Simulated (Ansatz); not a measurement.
Consider TaO₂F (space group P4_2/mmc, No. 131; a cell from a computed database, its experimental status unchecked).

```
TaO2F
1.0
    3.94270     0.00000     0.00000
    0.00000     3.94270     0.00000
    0.00000     0.00000     7.70941
Ta O F
2 4 2
Direct
  0.00000   0.00000   0.00000
  0.00000   0.00000   0.50000
  0.00000   0.00000   0.25000
  0.00000   0.00000   0.75000
  0.50000   0.00000   0.00000
  0.00000   0.50000   0.50000
  0.00000   0.50000   0.00000
  0.50000   0.00000   0.50000
```

Cartesian axes are those of the cell as printed.

All numbers come from PBEsol/PAW in Ansatz (a first-principles code), no spin-orbit coupling.

For the base:

The smallest direct gap is 2.51 eV and the band gap comes out as 2.11 eV.

Now apply this change: uniaxial strain ε_xx = +2.43 %, all other strain components held at zero, atoms relaxed at fixed cell.

**Question.** How does this affect the smallest direct gap?

**Answer.** The smallest direct gap decreases by 0.09 eV, from 2.51 eV to 2.42 eV.

**Question.** Predict the new band gap.

**Answer.** The band gap decreases by 0.122 eV (2.11 eV → 1.98 eV).

**Question.** What does the calculation give for the energy relative to the base after the change?

**Answer.** The energy increases by 12 meV/atom.

**Question.** What happens to the stress?

**Answer.** The stress (xx, yy, zz, yz, xz, xy; compression positive) is (-10.34, -0.58, -0.77, 0.00, 0.00, 0.00) GPa.

With Ta present, leaving out spin-orbit coupling can change the band edges. Stability against distortions was not tested.
